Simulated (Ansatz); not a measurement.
Results of r²SCAN (Ansatz, a quantum-chemistry and plane-wave program, PAW) for hcp Gd.

Settings: plane-wave cutoff 560 eV, 18×18×10 k mesh (along the axes of the cell as run), Fermi–Dirac smearing 0.05 eV, spin-polarised with parallel moments, scalar-relativistic PAW data made under PBE.

Cell (measured lattice):

```cif
data_Gd2
_chemical_formula_sum 'Gd2'
_space_group_name_H-M_alt 'P 1'
_space_group_IT_number 1
_cell_length_a 3.63370
_cell_length_b 3.63370
_cell_length_c 5.78210
_cell_angle_alpha 90.000
_cell_angle_beta 90.000
_cell_angle_gamma 120.000
loop_
_space_group_symop_operation_xyz
  'x, y, z'
loop_
_atom_site_label
_atom_site_type_symbol
_atom_site_fract_x
_atom_site_fract_y
_atom_site_fract_z
_atom_site_occupancy
Gd1 Gd 0.33333 0.66667 0.25000 1
Gd2 Gd 0.66667 0.33333 0.75000 1
```
Starting moments (μB, in the order of the record's atoms Gd Gd): 7.0 7.0.

Q: Predict the magnetic moment per atom (the cell's total over its atoms).

A: 
* **magnetic moment per atom (the cell's total over its atoms)**: 7.92 μB

Note: the 4f shell is treated without U or exact exchange, so its levels and filling can be wrong; the collinear magnetic order is the start's and need not be the measured one; cell and atoms aren't relaxed at this level (pressure 0.9 GPa).

Moments are spin moments.

Spin–orbit coupling is not included.
